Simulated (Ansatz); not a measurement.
The parent structure is WSi$_{2}$ (space group I4/mmm, No. 139; a = 3.229 Å, c = 7.870 Å; relaxed with 0.1 eV smearing). Axes: x, y, z lie along a, b, c of the conventional cell.

(Cell as relaxed with PBE.)

Levels (all Ansatz, an electronic-structure program, PAW, earlier PAW set): PBE (420 eV, scalar-relativistic without spin-orbit coupling); r2SCAN (500 eV, no SOC).

Each level relaxes its own structure.

```json
[
 {"base": "volume per atom", "PBE": "13.68 Å³", "r2SCAN": "13.42 Å³"},
 {"base": "lattice parameter a", "PBE": "3.229 Å", "r2SCAN": "3.212 Å"},
 {"base": "band gap", "PBE": "zero", "r2SCAN": "zero"}
]
```

Now apply this change: biaxial strain +1.28 %, plane normal [001], relaxed out of plane (Cartesian); in-plane vectors clamped, the third vector and the atoms free.

```json
[
 {"quantity": "volume per atom", "PBE": "13.97 Å³", "r2SCAN": "___"},
 {"quantity": "pressure (mean of the normal stresses, compression positive)", "PBE": "-4.0 GPa", "r2SCAN": "___"},
 {"quantity": "energy relative to the base (free energy F)", "PBE": "+6.8 meV/atom", "r2SCAN": "___"}
]
```

### Question
Predict the r2SCAN column.

### Answer

- volume per atom, r2SCAN: 13.71 Å³
- pressure (mean of the normal stresses, compression positive), r2SCAN: -4.3 GPa
- energy relative to the base (free energy F), r2SCAN: +7.1 meV/atom

PBE's volume per atom lies 0.26 Å³ above r2SCAN's (1.9 %); PBE's pressure lies 0.3 GPa above r2SCAN's; PBE's energy relative to the base lies 0.3 meV/atom below r2SCAN's. Neither level is exact; r2SCAN is the comparison here, not a measurement.

No phonon test of stability was made. All final runs are without spin polarisation.
